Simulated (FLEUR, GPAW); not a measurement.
A FLEUR input for a self-consistent single point of LaIn5Ir (P4/mmm, 7 atoms in the cell) (DFT, LDA (Perdew-Zunger), all-electron FLAPW (FLEUR), scalar-relativistic valence):

Input of the input generator:

```
LaIn5Ir crystal
&input film=f /
8.7894525769 0.0000000000 0.0000000000
0.0000000000 8.7894525769 0.0000000000
0.0000000000 0.0000000000 14.2093666263
1.0
1.0 1.0 1.0

7
57 0.0000000000 0.0000000000 0.0000000000
49 0.5000000000 0.0000000000 0.6928700000
49 0.5000000000 0.0000000000 0.3071300000
49 0.0000000000 0.5000000000 0.6928700000
49 0.0000000000 0.5000000000 0.3071300000
49 0.5000000000 0.5000000000 0.0000000000
77 0.0000000000 0.0000000000 0.5000000000

&comp jspins=1 /
&exco xctyp='pz' /
&kpt div1=5 div2=5 div3=3 /
&end /
```

```xml
<?xml version="1.0" encoding="UTF-8" standalone="no"?>
<fleurInput fleurInputVersion="0.39">
   <comment>
      LaIn5Ir crystal                                                                                     
   </comment>
   <calculationSetup>
      <cutoffs Kmax="4.1" Gmax="14.3" GmaxXC="14.3" numbands="0"/>
      <scfLoop itmax="100" minDistance="0.00001" maxIterBroyd="99" imix="Anderson" alpha="0.05" precondParam="0.0" spinf="2.0"/>
      <coreElectrons ctail="T" frcor="F" kcrel="0" coretail_lmax="0"/>
      <xcFunctional name="pz" relativisticCorrections="F"/>
      <magnetism jspins="1"/>
      <soc l_soc="F" theta="0.0" phi="0.0" spav="F"/>
      <expertModes spex="0" secvar="F"/>
      <geometryOptimization l_f="T" forcealpha="1.0" forcemix="BFGS" epsdisp="0.00001" epsforce="0.00001"/>
      <ldaU l_linMix="F" mixParam="0.05" spinf="1.0"/>
   </calculationSetup>
   <cell>
      <bzIntegration valenceElectrons="91.0" mode="hist" fermiSmearingEnergy="0.00499791">
         <kPointListSelection listName="default-1"/>
         <!-- k-points included here -->
         <xi:include xmlns:xi="http://www.w3.org/2001/XInclude" href="kpts.xml"> </xi:include>
      </bzIntegration>
      <!-- symmetry operations included here -->
      <xi:include xmlns:xi="http://www.w3.org/2001/XInclude" href="sym.xml"> </xi:include>
      <bulkLattice scale="1.0">
         <bravaisMatrix>
            <row-1>    8.7894525769000005     0.0000000000000000     0.0000000000000000</row-1>
            <row-2>    0.0000000000000000     8.7894525769000005     0.0000000000000000</row-2>
            <row-3>    0.0000000000000000     0.0000000000000000    14.2093666262999996</row-3>
         </bravaisMatrix>
      </bulkLattice>
   </cell>
   <atomSpecies>
      <species name="Lanthanum (La)" element="La" atomicNumber="57">
         <mtSphere radius="2.63" gridPoints="925" logIncrement="0.014"/>
         <atomicCutoffs lmax="10" lnonsphr="8"/>
         <electronConfig flipSpins="F">
            <coreConfig>(1s1/2) (2s1/2) (2p1/2) (2p3/2) (3s1/2) (3p1/2) (3p3/2) (4s1/2) (3d3/2) (3d5/2) (4p1/2) (4p3/2) (4d3/2) (4d5/2)</coreConfig>
            <valenceConfig>(5s1/2) (5p1/2) (5p3/2) (6s1/2) (5d3/2) (5d5/2)</valenceConfig>
            <stateOccupation state="(5d3/2)" spinUp="0.2" spinDown="0.2"/>
            <stateOccupation state="(5d5/2)" spinUp="0.3" spinDown="0.3"/>
         </electronConfig>
         <energyParameters s="6" p="6" d="5" f="4"/>
         <lo type="SCLO" l="0" n="5" eDeriv="0"/>
         <lo type="SCLO" l="1" n="5" eDeriv="0"/>
      </species>
      <species name="Indium (In)" element="In" atomicNumber="49">
         <mtSphere radius="2.42" gridPoints="853" logIncrement="0.015"/>
         <atomicCutoffs lmax="10" lnonsphr="8"/>
         <electronConfig flipSpins="F">
            <coreConfig>(1s1/2) (2s1/2) (2p1/2) (2p3/2) (3s1/2) (3p1/2) (3p3/2) (4s1/2) (3d3/2) (3d5/2) (4p1/2) (4p3/2)</coreConfig>
            <valenceConfig>(5s1/2) (4d3/2) (4d5/2) (5p1/2) (5p3/2)</valenceConfig>
            <stateOccupation state="(5p1/2)" spinUp="0.1666666666667" spinDown="0.1666666666667"/>
            <stateOccupation state="(5p3/2)" spinUp="0.3333333333333" spinDown="0.3333333333333"/>
         </electronConfig>
         <energyParameters s="5" p="5" d="5" f="4"/>
         <lo type="SCLO" l="2" n="4" eDeriv="0"/>
      </species>
      <species name="Iridium (Ir)" element="Ir" atomicNumber="77">
         <mtSphere radius="2.42" gridPoints="853" logIncrement="0.016"/>
         <atomicCutoffs lmax="10" lnonsphr="8"/>
         <electronConfig flipSpins="F">
            <coreConfig>(1s1/2) (2s1/2) (2p1/2) (2p3/2) (3s1/2) (3p1/2) (3p3/2) (4s1/2) (3d3/2) (3d5/2) (4p1/2) (4p3/2) (5s1/2) (4d3/2) (4d5/2) (4f5/2) (4f7/2)</coreConfig>
            <valenceConfig>(5p1/2) (5p3/2) (6s1/2) (5d3/2) (5d5/2)</valenceConfig>
            <stateOccupation state="(5d3/2)" spinUp="1.4" spinDown="1.4"/>
            <stateOccupation state="(5d5/2)" spinUp="2.1" spinDown="2.1"/>
         </electronConfig>
         <energyParameters s="6" p="6" d="5" f="5"/>
         <lo type="SCLO" l="1" n="5" eDeriv="0"/>
      </species>
   </atomSpecies>
   <atomGroups>
      <atomGroup species="Lanthanum (La)">
         <relPos label="                   1">.0000000000 .0000000000 .0000000000</relPos>
         <force calculate="T" relaxXYZ="TTT"/>
      </atomGroup>
      <atomGroup species="Indium (In)">
         <relPos label="                   2">1.000/2.000 .0000000000 -.3071300000</relPos>
         <relPos label="                   3">1.000/2.000 .0000000000 .3071300000</relPos>
         <relPos label="                   4">.0000000000 1.000/2.000 -.3071300000</relPos>
         <relPos label="                   5">.0000000000 1.000/2.000 .3071300000</relPos>
         <force calculate="T" relaxXYZ="TTT"/>
      </atomGroup>
      <atomGroup species="Indium (In)">
         <relPos label="                   6">1.000/2.000 1.000/2.000 .0000000000</relPos>
         <force calculate="T" relaxXYZ="TTT"/>
      </atomGroup>
      <atomGroup species="Iridium (Ir)">
         <relPos label="                   7">.0000000000 .0000000000 1.000/2.000</relPos>
         <force calculate="T" relaxXYZ="TTT"/>
      </atomGroup>
   </atomGroups>
   <output dos="F" band="F" slice="F">
      <checks vchk="F" cdinf="F"/>
      <bandDOS minEnergy="-.5*Htr" maxEnergy="0.5*Htr" sigma="0.015" storeEVData="T"/>
      <vacuumDOS vacdos="F" integ="F" star="F" nstars="0" locx1="0.0" locy1="0.0" locx2="0.0" locy2="0.0" nstm="0" tworkf="0.0"/>
      <unfoldingBand unfoldBand="F" supercellX="1" supercellY="1" supercellZ="1"/>
      <plotting iplot="0" polar="F">
         <plot TwoD="T" vec1="  1.0  0.0  0.0" vec2="  0.0  1.0  0.0" vec3="  0.0  0.0  1.0" zero="  0.0  0.0  0.0" file="plot"/>
      </plotting>
      <chargeDensitySlicing numkpt="0" minEigenval="0.0" maxEigenval="0.0" nnne="0" pallst="F"/>
      <specialOutput eonly="F"/>
      <magneticCircularDichroism mcd="F" energyLo="-10.0" energyUp="0.0"/>
   </output>
  <!-- We include the file relax.xml here to enable relaxations (see documentation) -->
  <xi:include xmlns:xi="http://www.w3.org/2001/XInclude" href="relax.xml"> <xi:fallback/> </xi:include>
</fleurInput>
```

Problem. Write the same calculation as an input for GPAW.

Solution. This is the input that was run; spellings and numerical settings could be chosen otherwise.

```python
from ase import Atoms
from ase.units import GPa
from gpaw import GPAW

atoms = Atoms(['La', 'In', 'In', 'In', 'In', 'In', 'Ir'],
              cell=[[4.651178, 0.000000, 0.000000],
                    [0.000000, 4.651178, 0.000000],
                    [0.000000, 0.000000, 7.519273]],
              positions=[[0.000000, 0.000000, 0.000000],
                         [2.325589, 0.000000, 5.209879],
                         [2.325589, 0.000000, 2.309394],
                         [0.000000, 2.325589, 5.209879],
                         [0.000000, 2.325589, 2.309394],
                         [2.325589, 2.325589, 0.000000],
                         [0.000000, 0.000000, 3.759637]],
              pbc=True)

calc = GPAW(mode={'name': 'pw', 'ecut': 850},
            xc='LDA',
            kpts=(5, 5, 3),
            occupations={'name': 'fermi-dirac', 'width': 0.136},
            nbands=-15,
            symmetry={'symmorphic': False, 'tolerance': 0.0005},
            maxiter=100)

atoms.calc = calc

energy = atoms.get_potential_energy()
print('Energy (eV):', round(energy, 6))
forces = atoms.get_forces()
print('Forces (eV/Ang):')
print(forces.round(5))
stress = atoms.get_stress()
print('Stress (GPa, Voigt):', (stress / GPa).round(4))
```

Basis, cutoffs, solver keys and any potentials are the target program's own. This input uses DFT LDA (Perdew-Wang 92), plane waves, GPAW PAW datasets LDA (gpaw-data 1.0.1). LDA parametrisations can differ slightly between programs.

The starting cell comes from a database of computed structures (which also holds hypothetical and non-ambient phases and stackings), without a prior relaxation at this level. Its lattice was rescaled by a random factor within 2.5 % of one. For this run, on top of that: lattice scaled by 0.98.
